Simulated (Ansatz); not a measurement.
## Effect of biaxial strain +2.08 %, plane normal [111], relaxed out of plane on Sn

Consider Sn in the diamond structure (space group Fd-3m, No. 227; a = 6.474 Å; relaxed with 0.1 eV smearing). Axes: x, y, z lie along the cube axes.

Perturbation: tensile biaxial strain of 2.08 % in the plane normal to [111], as in epitaxy on a mismatched substrate; the out-of-plane cell vector and the atoms relax.

Computed with DFT with LDA, PAW potentials and a 420 eV plane-wave cutoff in Ansatz (a first-principles code), scalar-relativistic without spin-orbit coupling. Settings: 16×16×16 k-points, 0.1 eV Fermi–Dirac smearing.

| quantity | base | changed | shift |
|---|---|---|---|
| volume per atom | 33.93 Å³ | 34.90 Å³ | +0.97 Å³ |
| space group | Fd-3m (No. 227) | R-3m (No. 166) | – |
| shortest interatomic distance | 2.804 Å | 2.811 Å | +0.007 Å |
| energy relative to the base (free energy F) | 0 meV/atom | +8.1 meV/atom | +8.1 meV/atom |
| pressure (mean of the normal stresses, compression positive) | 0.0 GPa | -1.2 GPa | -1.2 GPa |
| band gap | zero | zero | – |
| out-of-plane strain | – | -1.28 % | – |
| ratio −ε⊥/ε∥ | – | 0.62 | – |
| mean in-plane stress (compression positive) | – | -1.8 GPa | – |

Final structure (turned so that z lies along the plane normal):

```
CELL_PARAMETERS angstrom
      4.67337     0.00000     0.00000
      2.33669     4.04726     0.00000
      2.33669    -1.34909     3.69011
ATOMIC_POSITIONS crystal
  Sn 0.00390 0.99805 0.99415
  Sn 0.49610 0.25195 0.75585
```

Stability against distortions was not tested.
